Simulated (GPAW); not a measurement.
## Worked example: self-consistent single point of MoSi2 (I4/mmm, 3 atoms in the cell) in GPAW

Level of theory: PBE, GPAW PAW datasets PBE (gpaw-data 1.0.1) (plane waves; GPAW).

This input was run:

```python
from ase import Atoms
from ase.units import GPa
from gpaw import GPAW, PW, FermiDirac

atoms = Atoms(['Si', 'Si', 'Mo'],
              cell=[[-1.569690, 1.569690, 3.838650],
                    [1.569690, -1.569690, 3.838650],
                    [1.569690, 1.569690, -3.838650]],
              scaled_positions=[[0.665000, 0.665000, 0.000000],
                                [0.335000, 0.335000, 0.000000],
                                [0.000000, 0.000000, 0.000000]],
              pbc=True)

calc = GPAW(mode=PW(550),
            xc='PBE',
            kpts=(11, 11, 11),
            occupations=FermiDirac(0.1),
            nbands=-11,
            convergence={'forces': 0.001},
            symmetry={'symmorphic': False, 'tolerance': 0.0005},
            maxiter=100)

atoms.calc = calc

energy = atoms.get_potential_energy()
print('Energy (eV):', round(energy, 6))
forces = atoms.get_forces()
print('Forces (eV/Ang):')
print(forces.round(5))
stress = atoms.get_stress()
print('Stress (GPa, Voigt):', (stress / GPa).round(4))
```

Output, abridged:

```
Input parameters:
  convergence: {forces: 0.001}
  kpts: [11 11 11]
  maxiter: 100
  mode: {ecut: 550.0,
         name: pw}
  nbands: -11
  occupations: {fixmagmom: False,
                name: fermi-dirac,
                width: 0.1}
  symmetry: {symmorphic: False,
             tolerance: 0.0005}
  xc: PBE

species:
  Si:
    name: Silicon
    Z: 14.0
    valence: 4
    core: 10
    charge: 0.0
    file: Si.PBE.gz

    # Using partial waves for Si as LCAO basis

  Mo:
    name: Molybdenum
    Z: 42.0
    valence: 14
    core: 28
    charge: 0.0
    file: Mo.PBE.gz

    # Using partial waves for Mo as LCAO basis

Reference energy: -125906.761132  # eV

Spin-paired calculation

Convergence criteria:
 Maximum [total energy] change in last 3 cyles: 0.0005 eV / valence electron
 Maximum integral of absolute [dens]ity change: 0.0001 electrons / valence electron
 Maximum integral of absolute [eigenst]ate change: 4e-08 eV^2 / valence electron
 Maximum change in the atomic [forces] across last 2 cycles: 0.001 eV/Ang OR
Maximum error relative to the maximum force is below inf
 Maximum number of scf [iter]ations: 100

Symmetries present (total): 16
Symmetries with fractional translations: 0
1331 k-points: 11 x 11 x 11 Monkhorst-Pack grid
126 k-points in the irreducible part of the Brillouin zone
       k-points in crystal coordinates                weights
   0:     0.00000000    0.00000000    0.00000000          1/1331
   1:     0.09090909   -0.09090909    0.00000000          4/1331
   2:     0.09090909   -0.09090909    0.09090909          4/1331
   [... 7 lines left out ...]
          ...
 125:     0.45454545    0.45454545    0.45454545          8/1331

Wave functions: Plane wave expansion
  Cutoff energy: 550.000 eV
  Number of coefficients (min, max): 1083, 1136
  Pulay-stress correction: 0.000000 eV/Ang^3 (de/decut=0.000000)

Occupation numbers: Fermi-Dirac:
  width: 0.1000  # eV

Eigensolver

Densities:
  Coarse grid: 24*24*24 grid
  Fine grid: 48*48*48 grid
  Total Charge: 0.000000

Density mixing:
  Method: separate
  Backend: pulay
  Linear mixing parameter: 0.05
  old densities: 5
  Damping of long wavelength oscillations: 50

Hamiltonian:
  XC and Coulomb potentials evaluated on a 48*48*48 grid
  External potential:
    NoExternalPotential

XC parameters: PBE with 2 nearest neighbor stencil

Number of atoms: 3
Number of atomic orbitals: 21
Number of bands in calculation: 22
Number of valence electrons: 22
Bands to converge: occupied

Density initialized from atomic densities
  21 bands from LCAO basis set
  1 band from random numbers

Atomic positions and initial magnetic moments

Positions:
   0 Si     0.000000   -0.000000    5.105405    ( 0.0000,  0.0000,  0.0000)
   1 Si     0.000000   -0.000000    2.571896    ( 0.0000,  0.0000,  0.0000)
   2 Mo     0.000000    0.000000    0.000000    ( 0.0000,  0.0000,  0.0000)

Unit cell:
           periodic     x           y           z      points  spacing
  1. axis:    yes   -1.569690    1.569690    3.838650    24     0.1211
  2. axis:    yes    1.569690   -1.569690    3.838650    24     0.1211
  3. axis:    yes    1.569690    1.569690   -3.838650    24     0.0925

  Lengths:   4.434308   4.434308   4.434308
  Angles:  138.537182 138.537182  60.081267

Effective grid spacing dv^(1/3) = 0.1399

     iter     time        total  log10-change:
                         energy   eigst   dens  force
iter:   1 --:--:--   -24.278160
iter:   2 --:--:--   -24.062234   -0.89  -1.12
iter:   3 --:--:--   -23.399279   -1.36  -1.15
iter:   4 --:--:--   -23.404577   -3.05  -1.31
iter:   5 --:--:--   -23.381425   -1.90  -1.35
iter:   6 --:--:--   -23.365342   -2.65  -2.05
iter:   7 --:--:--   -23.355550   -3.33  -2.02
iter:   8 --:--:--   -23.357510c  -3.81  -2.68
iter:   9 --:--:--   -23.355593c  -4.38  -2.67
iter:  10 --:--:--   -23.355340c  -4.57  -3.09
iter:  11 --:--:--   -23.355335c  -6.62  -3.75
iter:  12 --:--:--   -23.355334c  -7.87c -3.81
iter:  13 --:--:--   -23.355332c  -7.25  -3.89
iter:  14 --:--:--   -23.355332c  -7.81c -4.01c
iter:  15 --:--:--   -23.355331c  -7.33  -4.06c
iter:  16 --:--:--   -23.355331c  -7.26  -4.15c
iter:  17 --:--:--   -23.355330c  -8.10c -4.31c -2.94
iter:  18 --:--:--   -23.355330c  -9.10c -4.69c -3.69c

Converged after 18 iterations.

Dipole moment: (0.000000, -0.000000, 0.000000) |e|*Ang

Energy contributions relative to reference atoms: (reference = -125906.761132)

Kinetic:        +14.825338
Potential:      -12.398458
External:        +0.000000
XC:             -25.460406
Entropy (-ST):   -0.009511
Local:           -0.317048
SIC:             +0.000000
--------------------------
Free energy:    -23.360086
Extrapolated:   -23.355330

Showing only first 2 kpts
 Kpt  Band  Eigenvalues  Occupancy
  0     9     10.26358    2.00000
  0    10     13.43211    0.02984
  0    11     16.02192    0.00000
  0    12     16.59754    0.00000

  1     9     11.19868    2.00000
  1    10     12.46754    1.99149
  1    11     15.91297    0.00000
  1    12     16.56380    0.00000

Fermi level: 13.01310

No gap
No difference between direct/indirect transitions
Energy (eV): -23.35533

Forces in eV/Ang:
  0 Si    0.00000    0.00000    0.19026
  1 Si   -0.00000    0.00000   -0.19026
  2 Mo    0.00000    0.00000   -0.00000

Stress tensor:
    -0.111132    -0.000000    -0.000000
    -0.000000    -0.111132     0.000000
    -0.000000     0.000000    -0.129453
Stress (GPa, Voigt): [-17.8053 -17.8053 -20.7407   0.      -0.      -0.    ]
```

The run converged in 18 iterations. GPAW prints stress with tension positive.

The starting cell has typed, rounded lattice constants, without a prior relaxation at this level. Its lattice was rescaled by a random factor within 2.5 % of one. Spin polarisation is off. With a pressure of about 19 GPa the cell is away from its equilibrium volume at this level.

Cost on one core of a shared machine: roughly 80 s.
